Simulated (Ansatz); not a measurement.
The parent structure is Ru in the hcp (Mg type) structure (space group P6_3/mmc, No. 194; relaxed with 0.1 eV smearing).

```
CELL_PARAMETERS angstrom
      2.72191     0.00000     0.00000
     -1.36096     2.35725     0.00000
      0.00000     0.00000     4.29398
ATOMIC_POSITIONS crystal
  Ru 0.66667 0.33333 0.75000
  Ru 0.33333 0.66667 0.25000
```

Cartesian axes are those of the cell as printed.

Method: Ansatz (a quantum-chemistry and plane-wave program), PBE, PAW, cutoff 420 eV, no SOC.

Before the change:

- Pressure: 0.0 GPa
- Shortest interatomic distance: 2.661 Å

One thing is altered: uniaxial strain ε_zz = −0.50 %, all other strain components held at zero; the atoms relax in the strained cell.

Problem. Predict the new pressure.

Solution. The pressure (mean of the normal stresses, compression positive) goes from zero to 1.7 GPa.

Problem. How does this affect the shortest interatomic distance?

Solution. The shortest interatomic distance falls by 0.009 Å, from 2.661 Å to 2.652 Å.

Problem. Estimate the effect on the energy relative to the base.

Solution. The energy rises by 0.7 meV/atom.

Whether these cells are dynamically stable was not tested. The final runs are not spin-polarised.
